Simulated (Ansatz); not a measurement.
Given:

```
AlN
1.0
    3.13023     0.00000     0.00000
   -1.56512     2.71086     0.00000
    0.00000     0.00000     5.07822
Al N
2 2
Cartesian
  0.00000   1.80724   0.00651
  1.56512   0.90362   2.54562
  0.00000   1.80724   1.93337
  1.56512   0.90362   4.47248
```

No spin polarisation.

All numbers come from Ansatz (a quantum-chemistry and plane-wave program), PBE, PAW, cutoff 420 eV, no spin-orbit coupling. Γ-centred 12×12×7 mesh, Fermi–Dirac width 0.05 eV.

Question: What is the computed band gap?

Answer: 3.99 eV.

Question: Predict the pressure (mean of the normal stresses, compression positive).

Answer: -2.13 GPa.

The cells carry an imposed strain or load. No phonon test of stability was made. The cell was made from AlN in the wurtzite structure (space group P6_3mc, No. 186) by this change: uniaxial strain ε_zz = +1.20 %.
